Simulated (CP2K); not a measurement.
Band structure of Sn (I4_1/amd, 2 atoms in the cell).

```
Sn
1.0
    4.46965     0.00000     0.00000
   -3.31759     2.99523     0.00000
   -0.57603    -1.49762     4.17171
Sn
2
Direct
  0.75000   0.25000   0.50000
  0.00000   0.00000   0.00000
```

Computed with PBE, GPW, DZVP-MOLOPT-SR-GTH basis, GTH-PBE potentials (GTH_POTENTIALS) run with CP2K.

Settings: CUTOFF = 400 Ry; REL_CUTOFF = 60 Ry; SMEAR/METHOD = FERMI_DIRAC; ELECTRONIC_TEMPERATURE = 1578.21 K; KPOINTS/SCHEME = MONKHORST-PACK 9 9 9; XC_FUNCTIONAL = PBE; Sn/BASIS_SET = DZVP-MOLOPT-SR-GTH-q4; Sn/POTENTIAL = GTH-PBE-q4; METHOD = GPW; EPS_DEFAULT = 1e-10; EXTRAPOLATION = USE_GUESS; NGRIDS = 4; SCF_GUESS = ATOMIC; EPS_SCF = 1e-06.

The starting cell comes from a database of computed structures (which also holds hypothetical and non-ambient phases and stackings), without a prior relaxation at this level. Its lattice was rescaled by a random factor within 2.5 % of one. Values carry the incompleteness of an atom-centred basis.

Levels in eV from the Fermi level, bands 1 to 6:
```tsv
point	1	2	3	4	5	6
Γ	-10.88	-3.72	-1.88	-1.88	3.05	6.45
X	-8.73	-8.73	0.58	0.58	1.61	1.61
M	-7.49	-7.49	-4.69	-4.69	5.25	5.25
Z	-6.42	-5.53	-3.00	-2.85	-2.85	3.04
P	-5.91	-5.91	-3.45	-3.45	3.60	3.60
N	-6.85	-5.31	-2.34	-1.63	-1.07	2.29
Z1	-6.42	-5.53	-3.00	-2.85	-2.85	3.04
```

Bands cross the Fermi level along this path, so the cell is metallic at this level.

Higher empty bands are left out: an atom-centred basis made for the valence describes them poorly.
